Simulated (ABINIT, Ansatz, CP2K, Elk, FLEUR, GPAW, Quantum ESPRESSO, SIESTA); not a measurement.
# One structure in several programs: CaI2 (P-3m1, 3 atoms in the cell)

Self-consistent single point, at a second geometry (lattice scaled by 0.98). First geometry:

```
CaI2
1.0
    4.52897     0.00000     0.00000
   -2.26449     3.92220     0.00000
    0.00000     0.00000     7.20983
Ca I
1 2
Direct
  0.00000   0.00000   0.00000
  0.33333   0.66667   0.24430
  0.66667   0.33333   0.75570
```

Shared settings, as Ansatz (a first-principles code) writes them: kpoints.mp_grid.grid = 5 5 3; scf.occupations.method = fixed. Potentials and cutoffs stand in the table.

```
code                                                                                                                                      model  ΔF from the first geometry (meV/atom)  pressure (GPa)  largest force (eV/Å)  gap on the mesh (eV)           cutoff
----------------  -----------------------------------------------------------------------------------------------------------------------------  -------------------------------------  --------------  --------------------  --------------------  ---------------
CP2K                                                                 PBEsol, GPW, DZVP-MOLOPT-SR-GTH basis, GTH-PBE potentials (GTH_POTENTIALS)                                    1.4            0.87                 0.269                 3.605      grid 500 Ry
GPAW                                                                                      PBEsol, GPAW PAW datasets PBEsol (made by gpaw-setup)                                   -3.1            0.52                 0.146                 3.584           600 eV
ABINIT                                                           PBEsol, norm-conserving pseudopotentials (PseudoDojo nc-sr-04 PBEsol standard)                                   -5.1            0.37                 0.122                 3.572            35 Ha
Elk                                           PBEsol, all-electron FP-LAPW, Elk's shipped species files, APW+lo basis with extra local orbitals                                   -2.7               –                     –                 3.548       rgkmax 7.5
Quantum ESPRESSO                                                                           PBEsol, GBRV 1.5 ultrasoft (PBESOL) pseudopotentials                                   -4.8            0.41                 0.123                 3.570            40 Ry
Ansatz                                                                                                          PBEsol, PAW files made with PBE                                   -4.9            0.39                 0.124                 3.574           420 eV
FLEUR                                                                           PBEsol, all-electron FLAPW (FLEUR), scalar-relativistic valence                                   -3.5               –                     –                 3.573  Kmax 3.8 1/bohr
SIESTA            GGA PBEsol, numerical atomic orbitals DZP, PseudoDojo PBEsol standard norm-conserving potentials (rewritten from UPF to PSML)                                   10.4            1.71                 0.677                 4.587      grid 400 Ry
```

A dash marks a value that a program does not give, or that is left out as unsure.

Gaps are read on the mesh.

On Ansatz's run: spin-orbit coupling is off.

The spread over the programs that give each value: ΔF from the first geometry within 15.5 meV/atom; pressure within 1.34 GPa; largest force within 0.555 eV/Å; gap on the mesh within 1.039 eV.

CP2K and SIESTA use small atom-centred bases, whose incompleteness enters pressures, forces and empty levels differently from a plane-wave cutoff. Elk and FLEUR treat all electrons, but the usual bases taken here (sphere radii, linearisation, local orbitals, empty states) were not tested for convergence, so the values are no reference for the others. Ansatz's pressure is given at a fixed set of plane waves, as the other plane-wave codes print theirs. In the pressure, SIESTA (by 1.30) lies more than 1 GPa from the median of the plane-wave programs. In the gap, SIESTA (by 1.014) lies more than 0.12 eV from the median of the plane-wave programs. In the force vectors, CP2K (by 0.146) and SIESTA (by 0.554) lie more than 0.08 eV/Å from the median of the plane-wave programs.

The starting cell comes from a database of computed structures (which also holds hypothetical and non-ambient phases and stackings), without a prior relaxation at this level. For this run, on top of that: lattice scaled by 0.98.

Keys are those of Ansatz 0.2.
